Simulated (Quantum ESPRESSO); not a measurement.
A self-consistent single point of a (001) slab of Mg (cut from a parent of space group no. 194; 2 atoms in the cell) with Quantum ESPRESSO.

Method of the run: LDA (PZ), GBRV 1.5 ultrasoft (LDA) pseudopotentials (plane waves; Quantum ESPRESSO).

```
CELL_PARAMETERS angstrom
      3.20037     0.00000     0.00000
     -1.60018     2.77160     0.00000
      0.00000     0.00000    16.59721
ATOMIC_POSITIONS crystal
  Mg 0.66667 0.33333 0.57824
  Mg 0.33333 0.66667 0.42176
```

Reference input (self-consistent single point, DFT, LDA (PZ), plane waves, GBRV 1.5 ultrasoft (LDA) pseudopotentials): ecutwfc = 40 Ry; ecutrho = 200 Ry; occupations = smearing; smearing = fermi-dirac; degauss = 0.0073499 Ry; potentials = {Mg: mg_lda_v1.4.uspp.F.UPF}; K_POINTS = automatic 6 6 1 0 0 0; conv_thr = 1e-11 Ry; mixing_beta = 0.5. This run's input differs from it in these lines:

```diff
@@ -28,3 +28,3 @@
 K_POINTS automatic
-6 6 1  0 0 0
+7 7 1  0 0 0
 CELL_PARAMETERS angstrom
```

The program printed (abridged):

```
     Self-consistent Calculation

     iteration #  1     ecut=    40.00 Ry     beta= 0.50

     negative rho (up, down):  1.073E-04 0.000E+00

     total energy              =    -250.04695565 Ry
     estimated scf accuracy    <       0.30416035 Ry

     iteration #  2     ecut=    40.00 Ry     beta= 0.50

     negative rho (up, down):  5.105E-05 0.000E+00

     total energy              =    -250.07291790 Ry
     estimated scf accuracy    <       0.02023675 Ry

     iteration #  3     ecut=    40.00 Ry     beta= 0.50

     negative rho (up, down):  3.068E-05 0.000E+00

     total energy              =    -250.07485208 Ry
     estimated scf accuracy    <       0.00163979 Ry

   [... 5 blocks of this kind left out ...]

     iteration #  9     ecut=    40.00 Ry     beta= 0.50

     negative rho (up, down):  9.923E-06 0.000E+00

     total energy              =    -250.07494666 Ry
     estimated scf accuracy    <          2.2E-11 Ry

     iteration # 10     ecut=    40.00 Ry     beta= 0.50

     negative rho (up, down):  9.653E-06 0.000E+00
     End of self-consistent calculation

     the Fermi energy is    -0.9942 ev

!    total energy              =    -250.07494666 Ry
     estimated scf accuracy    <          2.6E-13 Ry
     smearing contrib. (-TS)   =      -0.00135911 Ry
     internal energy E=F+TS    =    -250.07358755 Ry

     convergence has been achieved in  10 iterations

     Forces acting on atoms (cartesian axes, Ry/au):

     atom    1 type  1   force =     0.00000000    0.00000000   -0.00071477
     atom    2 type  1   force =     0.00000000    0.00000000    0.00071477

     Total force =     0.001011     Total SCF correction =     0.000001

          total   stress  (Ry/bohr**3)                   (kbar)     P=      -11.43
  -0.00011464  -0.00000000  -0.00000000          -16.86       -0.00       -0.00
  -0.00000000  -0.00011464  -0.00000000           -0.00      -16.86       -0.00
   0.00000000   0.00000000  -0.00000378            0.00        0.00       -0.56

   JOB DONE.
```

The run converged in 10 iterations. Against the reference run the free energy goes down by 83.7 meV/atom and the largest force goes from 0.173 to 0.018 eV/Å.

The starting cell has typed, rounded lattice constants, without a prior relaxation at this level. The slab is cut from that crystal, and its faces are unrelaxed. Its lattice was rescaled by up to half a per cent.
